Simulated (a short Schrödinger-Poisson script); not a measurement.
System: symmetric double-gate stack, Al2O3 on p-type Ge(100), at 400 K.

| layer | material | thickness (nm) | Na (cm⁻³) |
|---|---|---|---|
| 1 | Al2O3 | 2.3 | - |
| 2 | Ge | 4 | 2e17 |
| 3 | Al2O3 | 2.3 | - |

Constants are typed, rounded textbook-type inputs, not results; the design itself was drawn at random and stands for no fabricated device. Al2O3: permittivity 9, conduction-band edge (eV) 2.65, gap (eV) 6.8, electron mass (mₑ) 0.3. Ge: permittivity 16, conduction-band edge (eV) 0, gap (eV) 0.664, Nv at 300 K (cm⁻³) 6e18.

Channel valleys (confinement mass, in-plane density-of-states mass, number): L4 0.12, 0.295, 4. At the gates, both at one voltage, the conduction-band edge of layer 1 lies 3.01 eV − eVg above the Fermi level of the channel. Gaps are held at their typed values at every temperature. Mesh 0.03 nm at interfaces.

Solved with a short Schrödinger-Poisson script written for these runs: 1D Poisson equation in equilibrium, electrons quantum, Hartree (BenDaniel-Duke, 12 states a valley, the channel's in-plane mass for all, wave functions free to enter the dielectric), parabolic valleys, classical holes, full ionisation, no traps, pinning or gate leakage.

The same stack at other levels of the model or other numerical settings:

```json
[
 {"run": "base", "sheet density of all electrons at Vg = 1.05 V (cm⁻²)": "1.91e13", "sheet density of all electrons at Vg = 0.45 V (cm⁻²)": "1.61e12", "capacitance of both gates at Vg = 1.05 V (μF/cm²)": "5.14", "gate voltage at 1e11 electrons/cm² (V)": "0.31", "rough cost against the base": "about 1"},
 {"run": "electrons treated as classical, Boltzmann", "sheet density of all electrons at Vg = 1.05 V (cm⁻²)": "2.53e13", "sheet density of all electrons at Vg = 0.45 V (cm⁻²)": "3.92e12", "capacitance of both gates at Vg = 1.05 V (μF/cm²)": "(withheld)", "gate voltage at 1e11 electrons/cm² (V)": "0.22", "rough cost against the base": "0.07"},
 {"run": "electrons treated as classical, Fermi-Dirac", "sheet density of all electrons at Vg = 1.05 V (cm⁻²)": "(withheld)", "sheet density of all electrons at Vg = 0.45 V (cm⁻²)": "3.71e12", "capacitance of both gates at Vg = 1.05 V (μF/cm²)": "(withheld)", "gate voltage at 1e11 electrons/cm² (V)": "0.22", "rough cost against the base": "0.2"},
 {"run": "mesh six times as coarse", "sheet density of all electrons at Vg = 1.05 V (cm⁻²)": "1.89e13", "sheet density of all electrons at Vg = 0.45 V (cm⁻²)": "1.54e12", "capacitance of both gates at Vg = 1.05 V (μF/cm²)": "5.12", "gate voltage at 1e11 electrons/cm² (V)": "0.31", "rough cost against the base": "0.4"},
 {"run": "one subband a valley", "sheet density of all electrons at Vg = 1.05 V (cm⁻²)": "1.91e13", "sheet density of all electrons at Vg = 0.45 V (cm⁻²)": "1.61e12", "capacitance of both gates at Vg = 1.05 V (μF/cm²)": "5.13", "gate voltage at 1e11 electrons/cm² (V)": "0.31", "rough cost against the base": "0.5"}
]
```

Question: What belongs in the gaps?

Answer: 
- electrons treated as classical, Fermi-Dirac, capacitance of both gates at Vg = 1.05 V (μF/cm²): 5.49
- electrons treated as classical, Fermi-Dirac, sheet density of all electrons at Vg = 1.05 V (cm⁻²): 2.30e13
- electrons treated as classical, Boltzmann, capacitance of both gates at Vg = 1.05 V (μF/cm²): 6.23

The classical rows ignore confinement, and Boltzmann statistics overrate the density once the band edge passes the Fermi level.

Only the L valleys are kept; under strong confinement the Δ valleys of Ge fill too.
